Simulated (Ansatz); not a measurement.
# Quartz-high SiO₂ (high-temperature phase)

All values below come from LDA in Ansatz (PAW).

Run with plane-wave cutoff 500 eV, 12×12×8 k mesh (along the axes of the cell as run), gaussian smearing 0.02 eV, scalar-relativistic PAW data made under PBE.

Cell (relaxed at this level):

```yaml
crystal:
  lattice:
    - [5.03784, 0.00000, 0.00000]
    - [-2.51892, 4.36290, 0.00000]
    - [0.00000, 0.00000, 5.52655]
  atoms:
    - { symbol: Si, position: [0.00000, 0.50000, 0.33333] }
    - { symbol: Si, position: [0.50000, 0.00000, 0.00000] }
    - { symbol: Si, position: [0.50000, 0.50000, 0.66667] }
    - { symbol: O, position: [0.58450, 0.79225, 0.83333] }
    - { symbol: O, position: [0.79225, 0.58450, 0.50000] }
    - { symbol: O, position: [0.20775, 0.79225, 0.16667] }
    - { symbol: O, position: [0.41550, 0.20775, 0.83333] }
    - { symbol: O, position: [0.20775, 0.41550, 0.50000] }
    - { symbol: O, position: [0.79225, 0.20775, 0.16667] }
```

```json
{
 "band_gap": "5.50 eV (on the SCF k mesh)"
}
```

Note: symmetry holds this phase in the static calculation, where it need not be a minimum; held by symmetry at 0 K, a high-temperature phase can be a saddle point.

Computed values are for the static lattice.

Ansatz is a first-principles code.
